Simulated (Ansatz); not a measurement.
**AlN under a change: isotropic strain −1.98 %**

Take AlN in the wurtzite structure (space group P6_3mc, No. 186; a = 3.1067 Å, c = 4.9785 Å) as the base.

Modification: the cell is scaled by 0.9802 in all directions; the atoms relax in the strained cell.

Level of theory: r2SCAN, PAW, 500 eV (Ansatz, a program for electronic structure; without spin-orbit coupling). k-mesh 12×12×7 (Γ-centred); smearing 0.05 eV (Fermi–Dirac).

| quantity | base | changed | shift |
|---|---|---|---|
| volume per atom | 10.40 Å³ | 9.80 Å³ | -0.606 Å³ |
| space group | P6_3mc (No. 186) | P6_3mc (No. 186) | – |
| shortest interatomic distance | 3.568 bohr | 3.496 bohr | -0.072 bohr |
| energy relative to the base (free energy F) | 0 meV/atom | +26 meV/atom | +26 meV/atom |
| pressure (mean of the normal stresses, compression positive) | 0.01 GPa | 14.20 GPa | +14.19 GPa |
| band gap | 4.88 eV | 5.44 eV | +0.56 eV |
| gap character | direct at Γ | direct at Γ | – |
| mean gap deformation potential ΔEg/Δln V | – | -9.3 eV | – |
| electron mass | – | 0.33 mₑ (at Γ) | – |
| valence-band top at Γ (three highest levels, from the VBM) | 0.00, -0.22, -0.22 eV | 0.00, -0.25, -0.25 eV | – |

Final structure:

```yaml
crystal:
  lattice:
    - [3.04519, 0.00000, 0.00000]
    - [-1.52259, 2.63721, 0.00000]
    - [0.00000, 0.00000, 4.87989]
  atoms:
    - { symbol: Al, position: [0.33333, 0.66667, 0.99641] }
    - { symbol: Al, position: [0.66667, 0.33333, 0.49641] }
    - { symbol: N, position: [0.33333, 0.66667, 0.37839] }
    - { symbol: N, position: [0.66667, 0.33333, 0.87839] }
```

Masses are band curvatures over ±0.01 Å⁻¹ around the edge. Whether these cells are dynamically stable was not tested.
